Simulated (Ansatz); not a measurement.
Start from CrI3 in the BiI3 type structure (space group R-3, No. 148; ferromagnetic; layered, stacked along the Cartesian z axis).

```
CELL_PARAMETERS angstrom
      3.44603     1.98957     6.63251
     -3.44603     1.98957     6.63251
      0.00000    -3.97914     6.63251
ATOMIC_POSITIONS crystal
  Cr 0.33372 0.33372 0.33372
  Cr 0.66628 0.66628 0.66628
  I  0.07722 0.72781 0.43067
  I  0.43067 0.07722 0.72781
  I  0.72781 0.43067 0.07722
  I  0.92278 0.27219 0.56933
  I  0.56933 0.92278 0.27219
  I  0.27219 0.56933 0.92278
```

All numbers come from DFT with r2SCAN+rVV10, PAW potentials and a 500 eV plane-wave cutoff in Ansatz (a program for electronic structure), no SOC.

Base values:

* **Gap character**: indirect, Γ → T
* **Largest site moment**: 3.07 μB

The change: the cell is scaled by 1.0451 in all directions, atoms relaxed at fixed cell.

### Question
Estimate the effect on the gap character.

### Answer
The gap character goes from indirect, Γ → T to indirect, Γ → S₂.

### Question
How does this affect the largest site moment?

### Answer
The largest site moment rises by 0.07 μB to 3.14 μB.

### Question
What happens to the largest internal atomic displacement?

### Answer
The largest internal atomic displacement is 0.128 Å.

Other magnetic orders, which the real material may have, were not ruled out. Spin-orbit coupling, missing from the scalar runs, can matter with I. The cells carry an imposed strain or load. Whether these cells are dynamically stable was not tested.
